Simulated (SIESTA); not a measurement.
# A self-consistent single point of P₂Pt₅ (C2/c, 14 atoms in the cell) with SIESTA

Computed with LDA PW92, numerical atomic orbitals DZP, PseudoDojo LDA standard norm-conserving potentials (rewritten from UPF to PSML) run with SIESTA.

This input was run:

```
# files in the folder: P.psml Pt.psml (PseudoDojo LDA standard)
SystemName  P2Pt5
SystemLabel P2Pt5

NumberOfAtoms                14
NumberOfSpecies              2
%block ChemicalSpeciesLabel
  1 15 P
  2 78 Pt
%endblock ChemicalSpeciesLabel
LatticeConstant              1.0 Ang
%block LatticeVectors
     5.437475000   -2.706125000    0.000000000
     5.437475000    2.706125000    0.000000000
    -1.250520000    0.000000000    7.362647000
%endblock LatticeVectors
AtomicCoordinatesFormat      Ang
%block AtomicCoordinatesAndAtomicSpecies
     3.434539120   -0.509671582    1.646729628  1
     6.189890880    0.509671583    5.715917372  1
     6.815150880   -0.509671583    2.034593872  1
     2.809279120    0.509671582    5.328053128  1
     5.519846651   -1.219488170    7.131165378  2
     4.104583349    1.219488170    0.231481622  2
     3.479323349   -1.219488170    3.912805122  2
     6.145106651    1.219488170    3.449841878  2
     6.262759077   -1.490479528    4.388579371  2
     3.361670923    1.490479528    2.974067629  2
     2.736410923   -1.490479528    6.655391129  2
     6.888019077    1.490479528    0.707255871  2
     4.499585000    2.104445168    5.521985250  2
     5.124845000   -2.104445167    1.840661750  2
%endblock AtomicCoordinatesAndAtomicSpecies

XC.functional                LDA
XC.authors                   PW92
PAO.BasisSize                DZP
PAO.EnergyShift              0.01 Ry
MeshCutoff                   400 Ry
%block kgrid.MonkhorstPack
    6   0   0  0.0
    0   6   0  0.0
    0   0   4  0.0
%endblock kgrid.MonkhorstPack
OccupationFunction           MP
OccupationMPOrder            0
ElectronicTemperature        0.2 eV

MaxSCFIterations             150
SCF.Mixer.Method             Pulay
SCF.Mixer.Weight             0.1
SCF.Mixer.History            8
SCF.DM.Tolerance             1.0E-05
Diag.ParallelOverK           true
WriteForces                  true
```

The program printed (abridged):

```
reinit: Reading from file input.fdf

reinit: System Name: P2Pt5
reinit: System Label: P2Pt5

coor:   Atomic-coordinates input format  =     Cartesian coordinates
coor:                                          (in Angstroms)

siesta: Atomic coordinates (Bohr) and species
siesta:      6.49034  -0.96314   3.11187  1        1
siesta:     11.69720   0.96314  10.80152  1        2
siesta:     12.87877  -0.96314   3.84483  1        3
siesta:      5.30877   0.96314  10.06856  1        4
siesta:     10.43100  -2.30450  13.47595  2        5
siesta:      7.75654   2.30450   0.43744  2        6
siesta:      6.57497  -2.30450   7.39413  2        7
siesta:     11.61257   2.30450   6.51926  2        8
siesta:     11.83490  -2.81660   8.29321  2        9
siesta:      6.35264   2.81660   5.62017  2       10
siesta:      5.17107  -2.81660  12.57687  2       11
siesta:     13.01647   2.81660   1.33652  2       12
siesta:      8.50298   3.97683  10.43504  2       13
siesta:      9.68455  -3.97683   3.47835  2       14

siesta: System type = bulk

initatomlists: Number of atoms, orbitals, and projectors:     14   242   392

siesta: ******************** Simulation parameters ****************************
redata: Spin configuration                          = none
redata: Time-Reversal Symmetry                      = T
redata: Number of Atomic Species                    =        2
redata: Mesh Cutoff                                 =   400.0000 Ry
redata: Net charge of the system                    =     0.0000 |e|
redata: Min. number of SCF Iter                     =        0
redata: Max. number of SCF Iter                     =      150
redata: SCF convergence failure will abort job
redata: SCF mix quantity                            = Hamiltonian
redata: Mix DM or H after convergence               =   F
redata: Recompute H after scf cycle                 =   F
redata: Mix DM in first SCF step                    =   T
   [... lines left out ...]
diag: Used triangular part                          = Lower
diag: Absolute tolerance                            =  0.100E-15
diag: Orthogonalization factor                      =  0.100E-05
diag: Memory factor                                 =  1.0000

superc: Internal auxiliary supercell:     5 x     5 x     3  =      75
superc: Number of atoms, orbitals, and projectors:   1050  18150  29400

                        Single-point calculation

superc: Internal auxiliary supercell:     5 x     5 x     3  =      75
superc: Number of atoms, orbitals, and projectors:   1050  18150  29400

outcell: Unit cell vectors (Ang):
        5.437475   -2.706125    0.000000
        5.437475    2.706125    0.000000
       -1.250520    0.000000    7.362647

outcell: Cell vector modules (Ang)   :    6.073652    6.073652    7.468090
outcell: Cell angles (23,13,12) (deg):     98.6217     98.6217     52.9173
outcell: Cell volume (Ang**3)        :    216.6751
new_DM -- step:     1
Initializing Density Matrix...

Attempting to read DM from file... Failed...
DM filled with atomic data:

InitMesh: MESH = 72 x 72 x 100 = 518400
InitMesh: Mesh cutoff (required, used) =   400.000   498.567 Ry

stepf: Methfessel-Paxton step function
       Using Hermite-Gauss polynomials of order  0
        iscf     Eharris(eV)        E_KS(eV)     FreeEng(eV)     dDmax    Ef(eV) dHmax(eV)
   scf:    1   -36069.049349   -36242.774711   -36242.961025  0.750349 -0.184244 17.261257
   scf:    2   -36316.631695   -36283.490789   -36283.630161  0.178283 -0.919327 10.550602
   scf:    3   -36321.389004   -36309.546388   -36309.659145  0.280418 -1.983504  2.785236
   scf:    4   -36312.081461   -36311.043128   -36311.158733  0.089646 -2.247808  1.507920
   scf:    5   -36312.051912   -36311.773800   -36311.896208  0.116858 -2.488542  0.686953
   scf:    6   -36311.785159   -36311.806385   -36311.927888  0.013340 -2.504575  0.322826
   [... 5 lines left out ...]
   scf:   12   -36311.818558   -36311.818604   -36311.941640  0.000428 -2.528168  0.019855
   scf:   13   -36311.818565   -36311.818595   -36311.941662  0.000326 -2.528112  0.001465
   scf:   14   -36311.818598   -36311.818597   -36311.941662  0.000025 -2.528152  0.000483
   scf:   15   -36311.818591   -36311.818594   -36311.941662  0.000038 -2.528341  0.000147
   scf:   16   -36311.818595   -36311.818595   -36311.941662  0.000008 -2.528395  0.000137
SCF Convergence by DM+H criterion
max |DM_out - DM_in|         :     0.0000084251
max |H_out - H_in|      (eV) :     0.0001369557
SCF cycle converged after 16 iterations

Using DM_out to compute the final energy and forces

siesta: E_KS(eV) =           -36311.8186

siesta: E_KS - E_eggbox =    -36311.8186

siesta: Atomic forces (eV/Ang):
     1   -0.136418    0.033003    0.043360
     2    0.136418   -0.033003   -0.043360
     3    0.136418    0.033003   -0.043360
     4   -0.136418   -0.033003    0.043360
     5   -0.109818   -0.249447   -0.168551
     6    0.109818    0.249447    0.168551
     7    0.109818   -0.249447    0.168551
     8   -0.109818    0.249447   -0.168551
     9   -0.236322   -0.181307   -0.200720
    10    0.236322    0.181307    0.200720
    11    0.236322   -0.181307    0.200720
    12   -0.236322    0.181307   -0.200720
    13   -0.000000    0.416438   -0.000000
    14   -0.000000   -0.416439   -0.000000
   Tot   -0.000000   -0.000000    0.000000
   Max    0.416439
   Res    0.179945    sqrt( Sum f_i^2 / 3N )
   Max    0.416439    constrained

Stress tensor Voigt[x,y,z,yz,xz,xy] (kbar):       94.45       86.27       76.78        0.00       -2.06       -0.00
(Free)E + p*V (eV/cell)   -36323.5497
Target enthalpy (eV/cell)   -36311.9417

siesta: Program's energy decomposition (eV):
siesta: Ebs     =     -6229.200578
siesta: Eions   =     50357.684751
siesta: Ena     =      7603.888993
siesta: Ekin    =     10424.247582
siesta: Enl     =      2233.509716
siesta: Eso     =         0.000000
siesta: Edftu   =         0.000000
siesta: DEna    =       434.258461
siesta: DUscf   =        14.378077
siesta: DUext   =         0.000000
siesta: Ex      =     -6113.380796
siesta: Ec      =      -551.035876
siesta: Exc     =     -6664.416672
siesta: Eharris =    -36311.818595
siesta: Etot    =    -36311.818595
siesta: FreeEng =    -36311.941662

siesta: Atomic forces (eV/Ang):
siesta:      1   -0.136418    0.033003    0.043360
siesta:      2    0.136418   -0.033003   -0.043360
siesta:      3    0.136418    0.033003   -0.043360
siesta:      4   -0.136418   -0.033003    0.043360
siesta:      5   -0.109818   -0.249447   -0.168551
siesta:      6    0.109818    0.249447    0.168551
siesta:      7    0.109818   -0.249447    0.168551
siesta:      8   -0.109818    0.249447   -0.168551
siesta:      9   -0.236322   -0.181307   -0.200720
siesta:     10    0.236322    0.181307    0.200720
siesta:     11    0.236322   -0.181307    0.200720
siesta:     12   -0.236322    0.181307   -0.200720
siesta:     13   -0.000000    0.416438   -0.000000
siesta:     14   -0.000000   -0.416439   -0.000000
siesta: ----------------------------------------
siesta:    Tot   -0.000000   -0.000000    0.000000

siesta: Stress tensor (static) (eV/Ang**3):
siesta:     0.058952   -0.000000   -0.001285
siesta:    -0.000000    0.053847    0.000000
siesta:    -0.001285    0.000000    0.047922

siesta: Cell volume =        216.675148 Ang**3

siesta: Pressure (static):
siesta:                Solid            Molecule  Units
siesta:          -0.00058349         -0.00062675  Ry/Bohr**3
siesta:          -0.05357346         -0.05754577  eV/Ang**3
siesta:         -85.83414264        -92.19849119  kBar
```

The run converged in 16 iterations.

The starting cell comes from a database of computed structures (which also holds hypothetical and non-ambient phases and stackings), without a prior relaxation at this level. Spin polarisation is off. Values carry the incompleteness of an atom-centred basis. With a pressure of about -9 GPa the cell is away from its equilibrium volume at this level.

Cost on one core of a shared machine: roughly 5 min.
